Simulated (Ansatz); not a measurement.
The starting structures come from a database of crystals and need not be the phases stable at ambient conditions.

Input:

```xyz
4
Lattice="5.6095 0.0000 0.0000 0.0000 5.8733 0.0000 0.0000 2.9366 1.6955" Properties=species:S:1:pos:R:3 pbc="T T T"
B      3.5078     3.9155     0.0000
B      0.7030     1.9578     0.0000
As     5.6078     3.9155     0.0000
As     2.8030     1.9578     0.0000
```

Space group of this cell: P6_3mc, wurtzite. The cell is taken as given; by r2SCAN its mean pressure is -2.9 GPa.

Transport runs along the normal of the first two printed cell vectors, the (110) plane of the conventional cell.

No gap correction and no spin-orbit coupling; mid-gap values are interpolated between computed energies.

Question: Predict the band gap and the smallest decay constant κ at mid-gap from r2SCAN (Ansatz, an electronic-structure program).

Answer: Gap 1.34 eV on a 6×18×18 mesh; κ = 0.139 1/Å, at the zone centre.
